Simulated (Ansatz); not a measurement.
Base system: BN (space group P4_2/mnm, No. 136; a = 4.399 Å, c = 2.538 Å; a model cell, its experimental status unchecked).

It is then changed as follows: every lattice vector is shortened by 2.11 %, atoms relaxed at fixed cell.

Levels (all Ansatz, a first-principles code, PAW): PBEsol (420 eV, no SOC); r2SCAN (500 eV, no spin-orbit coupling).

The geometry is relaxed with PBEsol.

```
Property                        Result
--------------------------  ----------
PBEsol pressure             260.6 kbar
PBEsol band gap                4.48 eV
PBEsol smallest direct gap     5.71 eV
```

With r2SCAN at the same geometry, the pressure grows by 13.6 kbar (260.6 kbar → 274.2 kbar); the band gap increases by 0.76 eV to 5.24 eV; the smallest direct gap goes up by 0.784 eV, from 5.71 eV to 6.50 eV.

Single points use the geometry relaxed with PBEsol. Their cutoffs differ, which shifts pressures a little. The cells carry an imposed strain or load. Whether these cells are dynamically stable was not tested.
